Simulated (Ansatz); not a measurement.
A self-consistent single point of Re (P6_3/mmc, 2 atoms in the cell) with Ansatz (a quantum-chemistry and plane-wave program)

Computed with PBE (plane waves, PAW; Ansatz).

This input was run:

Ansatz 0.2 input:
```yaml
# Re
crystal:
  lattice:
    - [1.37310000, -2.37827900, 0.00000000]
    - [1.37310000, 2.37827900, 0.00000000]
    - [0.00000000, 0.00000000, 4.43770000]
  atoms:
    - { symbol: Re, position: [0.33333333, 0.66666667, 0.25000000] }
    - { symbol: Re, position: [0.66666667, 0.33333333, 0.75000000] }
basis:
  ecutwfc: 420.0 eV
kpoints:
  mp_grid: { grid: [14, 14, 8] }
hamiltonian:
  xc: pbe
  pseudopotentials: { kind: paw }
scf:
  occupations: { method: gaussian, width: 0.1 eV }
output:
  forces: true
  eigenvalues: true
  stress: true
```

Output (repeated stretches shortened):

```
WARN ansatz: RAYON_NUM_THREADS=1 ignored (pool sized by the plan → 1); use --threads N
Pseudopotentials: kind: paw
Pseudopotential: Re, paw, valence charge 15
Crystal: 2 atoms, lattice volume = 28.984 Å³
Basis set: ecut = 420 eV, 573 PW (Γ), exchange–correlation on 40×40×60 points (8 copies of the dense FFT grid, shifted against one another)
Bands: 19, of which v1, the nominal top of the filled ones, is band 15 counted from 1 (14 counted from 0)
Symmetry: 24 space group operations
Space group: P63/mmc (ITA 194), of the structure as read, at distance tolerance 3.1e-5 Å
k-points: 120 of 1568
Initial density: superposition of atomic densities (neutral atoms: chi_scale 0, normalization atom), corrected by the library's trained network
Initial wavefunctions: pseudopotential atomic-orbital guess
Eigensolver: davidson
Functional: x = pbe(κ = 0.804, μ = 0.2195149727645171), c = pbe(β = 0.06672455060314922)
SCF iter   1: F=—  HF=-21736.122864 eV  |F-HF|=—  |Δ(HF+E_count)|=         —  Δρ=7.90e-3  dr2=6.06e-3  ethr=1.77e-3  ⟨swp⟩=5.2  Hψ=10190  notcnv=0
all-band conjugate gradients solve this SCF's bands
preconditioner: auto → none
SCF iter   2: F=—  HF=-21736.125207 eV  |F-HF|=—  |Δ(HF+E_count)|=   2.34e-3  Δρ=4.71e-3  dr2=2.27e-3  ethr=2.02e-5  ⟨swp⟩=1.4  Hψ=3426  notcnv=0
SCF iter   3: F=—  HF=-21736.126288 eV  |F-HF|=—  |Δ(HF+E_count)|=   1.08e-3  Δρ=2.53e-4  dr2=7.05e-6  ethr=7.57e-6  ⟨swp⟩=2.6  Hψ=3099  notcnv=0
SCF iter   4: F=—  HF=-21736.126245 eV  |F-HF|=—  |Δ(HF+E_count)|=   4.31e-5  Δρ=6.71e-5  dr2=8.07e-7  ethr=2.35e-8  ⟨swp⟩=2.0  Hψ=3845  notcnv=0
iter 5 did not close the SCF: its close was put off for the readings that it lacked (scf_convergence_deferred on its scf_iter line)
SCF iter   5: F=-21736.126244 eV  HF=-21736.126244 eV  |F-HF|=1.59e-9  |Δ(HF+E_count)|=   1.66e-7  Δρ=1.14e-5  dr2=1.54e-8  ethr=2.69e-9  ⟨swp⟩=2.0  Hψ=3792  notcnv=0
SCF iter   6: F=-21736.126244 eV  HF=-21736.126244 eV  |F-HF|=1.02e-10  |Δ(HF+E_count)|=   4.66e-9  Δρ=2.39e-6  dr2=4.63e-10  ethr=5.14e-11  ⟨swp⟩=2.3  Hψ=7304  notcnv=0
SCF 1 converged in 6 iterations: F = -21736.126244 eV  dr2 = 4.63e-10
SCF converged after 6 iterations
Free energy (F): -21736.126244 eV
Harris-Foulkes:  -21736.126244 eV  (|F-HF|=1.02e-10)
Internal energy: -21736.119271 eV  (E = F + TS)
E sigma→0 (E₀):  -21736.122758 eV
Entropy (-TS):   -0.006973 eV (-3.487 meV/atom)
Fermi energy:    24.378927 eV
--- Per-component energies (eV) ---
  E_band       = -130.897637
  E_kinetic    = 1085.182814
  E_local      = -1489.520163  (includes V_loc(G=0)·N_el)
  E_nonlocal   = 96.623910
  E_hartree    = 536.792724
  E_xc         = -809.124231
  E_vxc        = -609.675110  (∫ρ·V_xc dr)
  E_paw        = -17318.055820  (= ΣΔE_a)
  E_vpaw       = -287.094486  (= ΣTr[D̂ρ^β])
  E_aug_tail   = -0.000149  (compensation charges beyond the density's cutoff)
  E_ewald      = -3838.018357
  E_smearing   = -0.006973  (= −TS)
  E_closure    = -0.000000  (closes the sum)
  Σ components = -21736.126244   (vs F -21736.126244, Δ=0.00e0)
--- Forces (eV/Å), atoms counted from 1 ---
  atom   1  Re    -0.00000000     0.00000000     0.00000000
  atom   2  Re     0.00000000    -0.00000000    -0.00000000
  max |Σ_I F_I| component: 1.85e-17 eV/Å
--- Stress (GPa, compression-positive) ---
       12.035790       0.000000      -0.000000
        0.000000      12.035790       0.000000
       -0.000000       0.000000      12.787491
  P = ⅓ Tr σ = 12.2864 GPa (122.864 kbar)
  The stress holds the Pulay correction. Without it, at fixed plane waves, as pw.x and ABINIT print it: P = 12.1096 GPa
--- Band table (eV; the first three rows and the last of 120) ---
  k-point 0: bands = ["-55.3540", "-55.2221", "-17.9199", "-16.8036", "-16.8036", "-16.6200", "-16.6200", "-16.6028", "14.4567", "17.6795", "22.7919", "22.7999", "22.7999", "23.6570", "23.6570", "24.6130", "24.6130", "25.0553", "27.8571"]
  k-point 1: bands = ["-55.3491", "-55.2272", "-17.8730", "-16.7967", "-16.7967", "-16.6566", "-16.6270", "-16.6270", "14.6480", "17.6925", "22.6782", "22.7095", "22.7095", "23.5376", "23.5376", "24.5275", "24.8790", "24.8790", "27.8794"]
  k-point 2: bands = ["-55.3349", "-55.2416", "-17.7383", "-16.8080", "-16.7770", "-16.7770", "-16.6471", "-16.6471", "15.1925", "17.6740", "22.3888", "22.5767", "22.5767", "23.2490", "23.2490", "23.4049", "25.5142", "25.5142", "27.8465"]
  k-point 119: bands = ["-55.1986", "-55.1986", "-17.6664", "-17.6664", "-17.3524", "-17.3524", "-16.8416", "-16.8416", "19.6182", "19.6182", "20.7446", "20.7446", "22.2155", "22.2155", "24.5158", "24.5158", "27.9167", "27.9167", "33.7192"]
```

The run converged in 6 iterations.

The starting cell has typed, rounded lattice constants, without a prior relaxation at this level. Its lattice was rescaled by up to half a per cent. Spin-orbit coupling is off. Spin polarisation is off. With a pressure of about 12 GPa the cell is away from its equilibrium volume at this level. Ansatz's pressure includes its estimate of the finite-basis (Pulay) stress.
